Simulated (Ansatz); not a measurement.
PdSb (model structure, started from the CsCl type, Pm-3m, No. 221, 2 atoms in the cell) was calculated with LDA in Ansatz (PAW).

Numerical settings: plane-wave cutoff 520 eV, 16×16×16 k mesh, Fermi–Dirac smearing 0.05 eV, scalar-relativistic PAW data made under PBE.

Cell (relaxed at this level):

```cif
data_PdSb
_chemical_formula_sum 'Pd1 Sb1'
_space_group_name_H-M_alt 'Pm-3m'
_space_group_IT_number 221
_space_group_name_Hall '-P 4 2 3'
_cell_length_a 3.33098
_cell_length_b 3.33098
_cell_length_c 3.33098
_cell_angle_alpha 90.000
_cell_angle_beta 90.000
_cell_angle_gamma 90.000
loop_
_atom_site_label
_atom_site_type_symbol
_atom_site_symmetry_multiplicity
_atom_site_Wyckoff_symbol
_atom_site_fract_x
_atom_site_fract_y
_atom_site_fract_z
_atom_site_occupancy
Pd1 Pd 1 a 0.00000 0.00000 0.00000 1
Sb1 Sb 1 b 0.50000 0.50000 0.50000 1
```

**Question.** Estimate the bulk modulus B0 that the calculation returns.

**Answer.** 
- bulk modulus B0 = 136 GPa

The run finds no gap.

Note: the bulk modulus is −V dP/dV from two relaxed cells at ±2 % in volume; the relaxation could raise the start's symmetry but not lower it, so the cell can be a saddle point.

Spin–orbit coupling is not included; it can open a gap where bands touch, and shift volumes and moduli.

The computed numbers hold no vibrational or temperature effects.

It cost very roughly 40 core-seconds of CPU time.

A model structure was made by putting elements into a prototype or built by hand; it is no filed structure, need not be a known phase, and can be a saddle point held by its symmetry.

Ansatz is a program for electronic structure.
